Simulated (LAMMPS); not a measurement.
Molecular dynamics of a melt of Al (fcc) with 75 % of Al sites Co, 2048 atoms, cooled from 2180 K to 300 K at 1e+14 K/s, at zero pressure.

Level of theory: classical MD, pair style eam/alloy, file CoAl.eam.alloy; code LAMMPS.

Estimate the state found, the volume per atom, the enthalpy per atom, the coordination number of Al by Al for this model.

state found: glass; volume per atom: 11.6 Å³/atom (one sample); enthalpy per atom: -4.338 eV/atom (one sample); coordination number of Al by Al: 1.94 (counted to 3.26 Å).
